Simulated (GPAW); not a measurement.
# Worked example: self-consistent single point of CdPt3 (Cmmm, 4 atoms in the cell) in GPAW

Method: PBEsol, GPAW PAW datasets PBEsol (made by gpaw-setup) (plane waves; GPAW).

This input was run:

```python
from ase import Atoms
from ase.units import GPa
from gpaw import GPAW, PW, FermiDirac

atoms = Atoms(['Cd', 'Pt', 'Pt', 'Pt'],
              cell=[[2.885725, -3.931010, 0.000000],
                    [2.885725, 3.931010, 0.000000],
                    [0.000000, 0.000000, 2.834690]],
              scaled_positions=[[0.000000, 0.000000, 0.000000],
                                [0.500000, 0.500000, 0.000000],
                                [0.000000, 0.500000, 0.500000],
                                [0.500000, 0.000000, 0.500000]],
              pbc=True)

calc = GPAW(mode=PW(600),
            xc='PBEsol',
            kpts={'size': (5, 5, 8), 'gamma': True},
            occupations=FermiDirac(0.05),
            nbands=-8,
            convergence={'forces': 0.001},
            symmetry={'symmorphic': False, 'tolerance': 0.0005},
            maxiter=120,
            txt='-')

atoms.calc = calc

energy = atoms.get_potential_energy()
print('Energy (eV):', round(energy, 6))
forces = atoms.get_forces()
print('Forces (eV/Ang):')
print(forces.round(5))
stress = atoms.get_stress()
print('Stress (GPa, Voigt):', (stress / GPa).round(4))
```

Log, with long lists cut:

```
Input parameters:
  convergence: {forces: 0.001}
  kpts: {gamma: True,
         size: (5, 5, 8)}
  maxiter: 120
  mode: {ecut: 600.0,
         name: pw}
  nbands: -8
  occupations: {fixmagmom: False,
                name: fermi-dirac,
                width: 0.05}
  symmetry: {symmorphic: False,
             tolerance: 0.0005}
  xc: PBEsol

species:
  Cd:
    name: Cadmium
    Z: 48.0
    valence: 12
    core: 36
    charge: 0.0
    file: Cd.PBEsol.gz

    # Using partial waves for Cd as LCAO basis

  Pt:
    name: Platinum
    Z: 78.0
    valence: 16
    core: 62
    charge: 0.0
    file: Pt.PBEsol.gz

    # Using partial waves for Pt as LCAO basis

Reference energy: -1652809.083353  # eV

Spin-paired calculation

Convergence criteria:
 Maximum [total energy] change in last 3 cyles: 0.0005 eV / valence electron
 Maximum integral of absolute [dens]ity change: 0.0001 electrons / valence electron
 Maximum integral of absolute [eigenst]ate change: 4e-08 eV^2 / valence electron
 Maximum change in the atomic [forces] across last 2 cycles: 0.001 eV/Ang OR
Maximum error relative to the maximum force is below inf
 Maximum number of scf [iter]ations: 120

Symmetries present (total): 8
Symmetries with fractional translations: 0
200 k-points: 5 x 5 x 8 Monkhorst-Pack grid + [0.000000,0.000000,1/16]
45 k-points in the irreducible part of the Brillouin zone
       k-points in crystal coordinates                weights
   0:     0.00000000    0.00000000    0.00000000          1/200
   1:     0.00000000    0.00000000    0.12500000          2/200
   2:     0.00000000    0.00000000    0.25000000          2/200
   [... 7 lines left out ...]
          ...
  44:     0.40000000    0.40000000    0.50000000          2/200

Wave functions: Plane wave expansion
  Cutoff energy: 600.000 eV
  Number of coefficients (min, max): 2132, 2163
  Pulay-stress correction: 0.000000 eV/Ang^3 (de/decut=0.000000)

Occupation numbers: Fermi-Dirac:
  width: 0.0500  # eV

Eigensolver

Densities:
  Coarse grid: 28*28*18 grid
  Fine grid: 56*56*36 grid
  Total Charge: 0.000000

Density mixing:
  Method: separate
  Backend: pulay
  Linear mixing parameter: 0.05
  old densities: 5
  Damping of long wavelength oscillations: 50

Hamiltonian:
  XC and Coulomb potentials evaluated on a 56*56*36 grid
  External potential:
    NoExternalPotential

XC parameters: PBEsol with 2 nearest neighbor stencil

Number of atoms: 4
Number of atomic orbitals: 45
Number of bands in calculation: 38
Number of valence electrons: 60
Bands to converge: occupied

Density initialized from atomic densities
  38 bands from LCAO basis set

Atomic positions and initial magnetic moments

Positions:
   0 Cd     0.000000    0.000000    0.000000    ( 0.0000,  0.0000,  0.0000)
   1 Pt     2.885725    0.000000    0.000000    ( 0.0000,  0.0000,  0.0000)
   2 Pt     1.442862    1.965505    1.417345    ( 0.0000,  0.0000,  0.0000)
   3 Pt     1.442862   -1.965505    1.417345    ( 0.0000,  0.0000,  0.0000)

Unit cell:
           periodic     x           y           z      points  spacing
  1. axis:    yes    2.885725   -3.931010    0.000000    28     0.1662
  2. axis:    yes    2.885725    3.931010    0.000000    28     0.1662
  3. axis:    yes    0.000000    0.000000    2.834690    18     0.1575

  Lengths:   4.876500   4.876500   2.834690
  Angles:   90.000000  90.000000 107.435773

Effective grid spacing dv^(1/3) = 0.1658

     iter     time        total  log10-change:
                         energy   eigst   dens  force
iter:   1 --:--:--   -25.370090
iter:   2 --:--:--   -25.193166   -1.36  -1.43
iter:   3 --:--:--   -24.402047   -1.08  -1.45
iter:   4 --:--:--   -24.174026   -2.49  -1.88
iter:   5 --:--:--   -24.149865   -2.20  -2.00
iter:   6 --:--:--   -24.176474c  -2.58  -2.31
iter:   7 --:--:--   -24.141767   -3.15  -2.17
iter:   8 --:--:--   -24.120123   -3.25  -2.37
iter:   9 --:--:--   -24.113022c  -3.43  -2.75
iter:  10 --:--:--   -24.112840c  -4.97  -3.24
iter:  11 --:--:--   -24.111958c  -4.32  -3.27
iter:  12 --:--:--   -24.112007c  -5.10  -3.46
iter:  13 --:--:--   -24.112018c  -5.47  -3.69
iter:  14 --:--:--   -24.112039c  -6.02  -3.90
iter:  15 --:--:--   -24.112050c  -7.04  -4.00
iter:  16 --:--:--   -24.112058c  -6.49  -4.01c
iter:  17 --:--:--   -24.112022c  -6.80  -4.23c
iter:  18 --:--:--   -24.111996c  -6.12  -4.33c
iter:  19 --:--:--   -24.111997c  -8.06c -4.47c
iter:  20 --:--:--   -24.112009c  -7.63c -4.50c -26.89c

Converged after 20 iterations.

Dipole moment: (-0.000000, -0.000000, -0.000000) |e|*Ang

Energy contributions relative to reference atoms: (reference = -1652809.083353)

Kinetic:        -25.668144
Potential:      +21.085355
External:        +0.000000
XC:             -17.898365
Entropy (-ST):   -0.018888
Local:           -1.621410
SIC:             +0.000000
--------------------------
Free energy:    -24.121453
Extrapolated:   -24.112009

Showing only first 2 kpts
 Kpt  Band  Eigenvalues  Occupancy
  0    28      9.83883    2.00000
  0    29     10.74372    0.06931
  0    30     10.75043    0.06087
  0    31     10.98459    0.00058

  1    28      9.76424    2.00000
  1    29     10.66111    0.31558
  1    30     11.59394    0.00000
  1    31     11.81192    0.00000

Fermi level: 10.57737

No gap
No difference between direct/indirect transitions
Energy (eV): -24.112009

Forces in eV/Ang:
  0 Cd    0.00000    0.00000    0.00000
  1 Pt   -0.00000    0.00000    0.00000
  2 Pt    0.00000    0.00000    0.00000
  3 Pt    0.00000    0.00000    0.00000

Stress tensor:
     0.040872     0.000000     0.000000
     0.000000     0.035455     0.000000
     0.000000     0.000000     0.028723
Stress (GPa, Voigt): [6.5484 5.6804 4.6019 0.     0.     0.    ]
```

The run converged in 20 iterations. GPAW prints stress with tension positive.

The starting cell comes from a database of computed structures (which also holds hypothetical and non-ambient phases and stackings), without a prior relaxation at this level. Spin-orbit coupling is off. Spin polarisation is off. With a pressure of about -6 GPa the cell is away from its equilibrium volume at this level.

Cost on one core of a shared machine: roughly 2 min.
